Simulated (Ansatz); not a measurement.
Cells marked so need not be the phases stable at ambient conditions, and some may be hypothetical.

The gap is the functional's own. No spin-orbit coupling. Mid-gap values are interpolated on the energy grid.

A. Mg(AlH4)2 (P-3m1, not sure to be the ambient phase, 11 atoms a cell, 12.1 Å³ an atom), along the normal of (111)
B. BaAlBO$_{3}$F$_{2}$ (P-62c, not sure to be the ambient phase, 16 atoms a cell, 12.1 Å³ an atom), along the normal of (100)
C. ZnCl₂ (P4_2/nmc, not sure to be the ambient phase, 6 atoms a cell, 24.3 Å³ an atom), along the normal of (111)

**Question.** Rank these by mid-gap decay constant of the slowest evanescent state (lowest first), as PBEsol (Ansatz, an electronic-structure program) gives it.

**Answer.** C (0.31 1/Å), A (0.36 1/Å), B (0.45 1/Å)
